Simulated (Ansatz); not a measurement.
Crystal: CdSe (F-43m, zinc blende, 2 atoms a cell, 28.9 Å³ an atom); both levels run on this one cell.

Complex bands along the normal of (111) by Ansatz (plane waves, PAW, no spin-orbit coupling). r2SCAN gives a gap of 1.03 eV and a slowest mid-gap decay of 0.077 1/Å.

What does PBE give on the same cell, and what does that do to the current through 2 nm?

Gap 0.55 eV, κ = 0.044 1/Å. The mid-gap transmission through 2 nm changes by exp(2 × 20 × (0.077 − 0.044)) = a factor of 3.7 against r2SCAN.

Ansatz is a program for electronic structure.
